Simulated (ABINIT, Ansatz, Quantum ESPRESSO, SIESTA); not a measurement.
## One structure in several programs: LaZnGa (P6_3/mmc, 6 atoms in the cell)

Self-consistent single point, at a second geometry (lattice scaled by 0.98). First geometry:

```
LaZnGa
1.0
    4.49206     0.00000     0.00000
   -2.24603     3.89024     0.00000
    0.00000     0.00000     8.04708
La Zn Ga
2 2 2
Cartesian
  0.00000   0.00000   4.02354
  0.00000   0.00000   0.00000
  0.00000   2.59349   6.03531
  2.24603   1.29674   2.01177
  0.00000   2.59349   2.01177
  2.24603   1.29674   6.03531
```

Shared settings, as Ansatz (a first-principles code) writes them: kpoints.mp_grid.grid = 6 6 3; scf.occupations.method = gaussian; scf.occupations.width = 0.1 eV. Potentials and cutoffs stand in the table.

| code | model | ΔF from the first geometry (meV/atom) | pressure (GPa) | cutoff |
|---|---|---|---|---|
| ABINIT | PBEsol, PAW (JTH v2.0 PBE PAW, files made for PBE) | -3.8 | 1.70 | 30 Ha |
| Quantum ESPRESSO | PBEsol, GBRV 1.5 ultrasoft (PBESOL) pseudopotentials | -4.1 | 1.41 | 50 Ry |
| Ansatz | PBEsol, PAW files made with PBE | -4.7 | 1.57 | default |
| SIESTA | GGA PBEsol, numerical atomic orbitals DZP, PseudoDojo PBEsol standard norm-conserving potentials (rewritten from UPF to PSML) | -15.2 | 0.86 | grid 300 Ry |

The spread over the programs that give each value: ΔF from the first geometry within 11.4 meV/atom; pressure within 0.84 GPa.

SIESTA uses small atom-centred bases, whose incompleteness enters pressures, forces and empty levels differently from a plane-wave cutoff. Ansatz's pressure is given at a fixed set of plane waves, as the other plane-wave codes print theirs; with its correction for the finite basis it is 1.60 GPa.

The starting cell comes from a database of computed structures (which also holds hypothetical and non-ambient phases and stackings), without a prior relaxation at this level. For this run, on top of that: lattice scaled by 0.98.

Left out of this page: Elk and FLEUR (not drawn, or without a comparable value).

Keys are those of Ansatz 0.2.
